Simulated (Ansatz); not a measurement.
System: ScRu3C (Pm-3m, No. 221, 5 atoms in the cell; start mp-7130). Method: LDA (Ansatz, an electronic-structure program, PAW).

Run with plane-wave cutoff 520 eV, 14×14×14 k mesh, Fermi–Dirac smearing 0.05 eV, no spin polarisation, scalar-relativistic PAW data made under PBE.

Cell (relaxed at this level):

Ru3ScC is taken in the cubic space group Pm-3m (No. 221), the anti-perovskite structure, Pearson symbol cP5. Lattice parameters: a = b = c = 4.005 Å, α = β = γ = 90.00°. Sc on 1a has 12 Ru at 2.832 Å (cuboctahedral). Ru on 3c sees 2 C at 2.002 Å and 8 Ru at 2.832 Å and 4 Sc at 2.832 Å. C on 1b is coordinated by 6 Ru at 2.002 Å (octahedral). (Neighbours: up to the widest gap in distance over summed covalent radii, below 1.35, at either atom; cation-cation and far metal-metal contacts left out.)

Problem. Predict the bulk modulus B0.

Solution. 
- bulk modulus B0 = 275 GPa

Note: the run has no spin polarisation, so it can have missed a magnetic state; the bulk modulus is −V dP/dV from two relaxed cells at ±2 % in volume; the relaxation could not lower the start's symmetry, so the cell can be a saddle point above a distorted one.

The computed numbers hold no vibrational or temperature effects.

A start named mp-… is a Materials Project structure, which need not be a measured phase.
